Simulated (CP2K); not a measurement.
Input and output of a self-consistent single point for Al₂Cu (I4/mcm, 6 atoms in the cell) (CP2K).

Level of theory: LDA (Pade form), GPW, DZVP-MOLOPT-SR-GTH basis, GTH-PADE potentials (GTH_POTENTIALS) (CP2K).

```
CELL_PARAMETERS angstrom
      4.86949     0.00000     0.00000
     -2.51805     4.16790     0.00000
     -1.17572    -2.08395     4.24108
ATOMIC_POSITIONS crystal
  Al 0.84139 0.65861 0.50000
  Al 0.15861 0.34139 0.50000
  Al 0.65861 0.15861 0.81722
  Al 0.34139 0.84139 0.18278
  Cu 0.25000 0.25000 0.00000
  Cu 0.75000 0.75000 0.00000
```

Reference input (self-consistent single point, DFT PBE, GPW, DZVP-MOLOPT-SR-GTH basis, GTH-PBE potentials (GTH_POTENTIALS)): CUTOFF = 600 Ry; REL_CUTOFF = 60 Ry; SMEAR/METHOD = GAUSSIAN; SIGMA = 0.272 eV; KPOINTS/SCHEME = MONKHORST-PACK 6 6 6; GAMMA_CENTERED = T; XC_FUNCTIONAL = PBE; Al/BASIS_SET = DZVP-MOLOPT-SR-GTH-q3; Al/POTENTIAL = GTH-PBE-q3; Cu/BASIS_SET = DZVP-MOLOPT-SR-GTH-q11; Cu/POTENTIAL = GTH-PBE-q11; METHOD = GPW. This run's input differs from it in these lines:

```diff
@@ -44,3 +44,3 @@
     &XC
-      &XC_FUNCTIONAL PBE
+      &XC_FUNCTIONAL PADE
       &END XC_FUNCTIONAL
@@ -80,3 +80,3 @@
       BASIS_SET DZVP-MOLOPT-SR-GTH-q3
-      POTENTIAL GTH-PBE-q3
+      POTENTIAL GTH-PADE-q3
     &END KIND
@@ -84,3 +84,3 @@
       BASIS_SET DZVP-MOLOPT-SR-GTH-q11
-      POTENTIAL GTH-PBE-q11
+      POTENTIAL GTH-PADE-q11
     &END KIND
```

The program printed (abridged):

```
 SCF WAVEFUNCTION OPTIMIZATION

  Step     Update method      Time    Convergence         Total energy    Change
     1 NoMix/Diag. 0.30E+00      -     0.96178004      -105.1297340027 -1.05E+02
     2 Broy./Diag. 0.30E+00      -     0.32685396      -110.4198773560 -5.29E+00
     3 Broy./Diag. 0.30E+00      -     0.06670180      -103.3106369208  7.11E+00
     4 Broy./Diag. 0.30E+00      -     0.05035042      -104.4147099733 -1.10E+00
     5 Broy./Diag. 0.30E+00      -     0.02922887      -105.1210007577 -7.06E-01
     6 Broy./Diag. 0.30E+00      -     0.00066326      -104.6562059128  4.65E-01
   [... 2 lines left out ...]
     9 Broy./Diag. 0.30E+00      -     0.00006288      -104.6057570280 -2.85E-04
    10 Broy./Diag. 0.30E+00      -     0.00000188      -104.6056488025  1.08E-04
    11 Broy./Diag. 0.30E+00      -     0.00000487      -104.6056180042  3.08E-05
    12 Broy./Diag. 0.30E+00      -     0.00000037      -104.6055284527  8.96E-05
  *** SCF run converged in    12 steps ***

  Overlap energy of the core charge distribution:               0.00000008678041
  Self energy of the core charge distribution:               -151.37312977451123
  Core Hamiltonian energy:                                     47.79311520854264
  Hartree energy:                                              17.38996659098697
  Exchange-correlation energy:                                -18.41303444093109
  Smearing free energy correction:                             -0.00244612456514
  Fermi energy:                                                 0.25906947519849

  Total energy:                                              -104.60552845265616
  Total energy (extrapolated to sigma->0):                   -104.60430539037358

                     Mulliken Population Analysis

   [... lines left out ...]

 STRESS| Analytical stress tensor [bar]
 STRESS|                        x                   y                   z
 STRESS|      x       -2.40717687833E+04   1.25813312644E+04   1.83825001660E-01
 STRESS|      y        1.25813312644E+04  -8.87048239443E+03   2.13949587263E-01
 STRESS|      z        1.83825001660E-01   2.13949587263E-01  -3.11673436860E+04
 STRESS| 1/3 Trace                                            -2.13698649546E+04
```

The run converged in 12 iterations. Against the reference run the pressure goes from 4.93 to -2.14 GPa and the largest force goes from 0.067 to 0.036 eV/Å.

The starting cell comes from a database of computed structures (which also holds hypothetical and non-ambient phases and stackings), without a prior relaxation at this level. Spin polarisation is off. Values carry the incompleteness of an atom-centred basis.

Cost on one core of a shared machine: roughly 3 min.
